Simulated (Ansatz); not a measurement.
Start from GaAs in the rock salt structure (space group Fm-3m, No. 225; a = 5.330 Å; a hypothetical phase, not in the database extracts checked; relaxed with 0.1 eV smearing). Axes: x, y, z lie along the cube axes.

Computed with plane-wave PAW DFT at the r2SCAN level (Ansatz, an electronic-structure program, 500 eV), spin-orbit coupling left out, earlier PAW set.

Modification: the cell is compressed by 1.93 % along z with no lateral relaxation, atoms relaxed at fixed cell.

### Question
Predict the stress tensor and what it implies for the stiffness.

### Answer
Stress of the strained cell less that of the base (GPa, compression positive):
```
    0.9     0.0     0.0
    0.0     0.9     0.0
    0.0     0.0     3.4
```

Then −Δσ_ii/ε with ε = -0.0193 gives secant stiffness values (nonlinear terms included at this strain): C33 ≈ 176 GPa, C13 ≈ 46 GPa and C23 ≈ 46 GPa.

Stability against distortions was not tested. All final runs are without spin polarisation.
